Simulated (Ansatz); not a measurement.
O on the 1x1 (100) surface of fcc Cu, one in a 1x1 cell, energies for each (6.6 Å²). Energies are against ½ O2(g), without zero-point or thermal terms; each row is named by its start.

Calculation: PBE (plane waves to 420 eV, PAW; Ansatz, a program for electronic structure).

Task: Which site binds most strongly?
A. top Cu
B. bridge Cu-Cu (span 2.6 Å)
C. hollow Cu-Cu-Cu-Cu over Cu at depth 1.8 Å

Result: C, hollow Cu-Cu-Cu-Cu over Cu at depth 1.8 Å. Adsorption energies: hollow Cu-Cu-Cu-Cu over Cu at depth 1.8 Å -0.60 eV; bridge Cu-Cu (span 2.6 Å) -0.01 eV; top Cu 0.83 eV.
